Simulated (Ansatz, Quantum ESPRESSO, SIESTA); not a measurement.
**Code comparison for WSe₂ (P6_3/mmc, 6 atoms in the cell)**

Self-consistent single point.

```
WSe2
1.0
    3.32259     0.00000     0.00000
   -1.66129     2.87744     0.00000
    0.00000     0.00000    13.74818
W Se
2 4
Cartesian
  1.66129   0.95915  10.31114
  0.00000   1.91830   3.43704
  0.00000   1.91830  11.97466
  1.66129   0.95915   1.77352
  1.66129   0.95915   5.10057
  0.00000   1.91830   8.64761
```

Shared settings, as Ansatz (a program for electronic structure) writes them: kpoints.mp_grid.grid = 6 6 2; scf.occupations.method = fixed. Potentials and cutoffs stand in the table.

```tsv
code	model	pressure (GPa)	largest force (eV/Å)	gap on the mesh (eV)	cutoff
Ansatz	PBE+U, PAW files	2.02	0.228	0.631	420 eV
SIESTA	GGA PBE+U, numerical atomic orbitals DZP, PseudoDojo PBE standard norm-conserving potentials (rewritten from UPF to PSML)	7.63	1.429	1.173	grid 350 Ry
Quantum ESPRESSO	PBE+U, GBRV 1.5 ultrasoft (PBE) pseudopotentials	1.52	0.276	0.550	40 Ry
```

Hubbard term: [{species: W, l: d, u_eff: 7.0}] eV.

Gaps are read on the mesh.

On Ansatz's run: spin-orbit coupling is off. Spin polarisation is off. The U value is a test value, and with U on an open shell several self-consistent states can exist.

The spread over the programs that give each value: pressure within 6.11 GPa; largest force within 1.201 eV/Å; gap on the mesh within 0.623 eV.

SIESTA uses small atom-centred bases, whose incompleteness enters pressures, forces and empty levels differently from a plane-wave cutoff. Ansatz's pressure is given at a fixed set of plane waves, as the other plane-wave codes print theirs; with its correction for the finite basis it is 2.05 GPa. The same U acts on different projectors in each program, which moves gaps, moments and pressures. In the pressure, SIESTA (by 5.86) lies more than 1 GPa from the median of the plane-wave programs. In the gap, SIESTA (by 0.583) lies more than 0.12 eV from the median of the plane-wave programs. In the force vectors, SIESTA (by 1.177) lies more than 0.08 eV/Å from the median of the plane-wave programs.

The starting cell comes from a database of computed structures (which also holds hypothetical and non-ambient phases and stackings), without a prior relaxation at this level. Its lattice was rescaled by a random factor within 2.5 % of one.

Left out of this page: GPAW (failed or unconverged).

Keys are those of Ansatz 0.2.
